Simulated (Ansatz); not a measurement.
Functionals compared on the (113) surface of germanium, 1 pair of surface atoms bonded, H on every dangling bond (bottom of the slab: built like the top, H on every dangling bond, free), in Ansatz (plane waves, PAW). The structure was relaxed with PBE; the other rows are single points on it. Cutoff 420 eV (500 eV for r2SCAN). HSE06 used the coarser mesh 2x3x1.

Model: 36-atom slab, 13.8 Å thick at the start with caps and adatoms (thin: gaps and levels are the slab's own), 4x4x1 mesh, Fermi-Dirac 0.025 eV, dipole correction, 4 atoms held, the rest relaxed; start symmetry kept, larger cells not searched; no spin, no spin-orbit, no U. These notes are the PBE run's.

```tsv
functional	gap of the slab on its k-mesh (eV)	highest filled level below the top vacuum level (eV)	rough cost of the single point
PBE	0.75	4.69	–
r2SCAN	1.01	4.82	very roughly 11 core-minutes
```

Ansatz is a quantum-chemistry and plane-wave program.
